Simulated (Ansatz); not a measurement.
# MgS, response to strain

Start from MgS in the rock salt structure (space group Fm-3m, No. 225; a = 5.129 Å).

Strains are applied to the cell and any free atomic positions relax.

Method: Ansatz (a first-principles code), LDA, PAW, cutoff 420 eV, spin-orbit coupling left out.

Candidates:
(a) isotropic strain +2.00 %
(b) isotropic strain +3.00 %
(c) isotropic strain −0.50 %

Before the change:

Smallest direct gap: 3.83 eV

Order them by smallest direct gap, lowest first.

(b) isotropic strain +3.00 % (3.14 eV), (a) isotropic strain +2.00 % (3.36 eV), (c) isotropic strain −0.50 % (3.95 eV)

Stability against distortions was not tested.
